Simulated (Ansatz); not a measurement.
# Computed paths: interstitial Cl in fcc Ir, neutral cell

System: interstitial Cl in fcc Ir (neutral cell). These are PBE, PAW (plane waves to 420 eV; Ansatz, a first-principles code) values and carry that method's errors.

Cell of 32 host sites held at the relaxed PBE lattice; a 2×2×2 k-point mesh shifted by half a step; Fermi-Dirac width 0.10 eV, spin-restricted; finite-size errors left in. No zero-point or tunnelling terms. Spin-orbit coupling is left out. Sites that were not tried may lie lower.

Barriers: single points on a 4×4×4 k-point mesh shifted by half a step at the bands' geometries (they differ from the bands' own by up to 0.10 eV, and are uncertain by about as much).

| Route | Start site over the lowest site run (eV) | Hop (Å) | Forward barrier (eV) | Backward barrier (eV) | Neighbours at the start | Neighbours at the saddle | Saddle order | Forward, on the band's own sampling (eV) |
|---|---|---|---|---|---|---|---|---|
| several atoms move together, Cl the farthest | 0.20 | 1.67 | 1.70 | 1.90 | 6 Ir at 2.19 Å | Ir at 2.03, 2 Ir at 2.08, Ir at 2.48, Ir at 2.57, Ir at 2.59 Å | first order | 1.79 |

Paths come from climbing-image nudged elastic band runs.
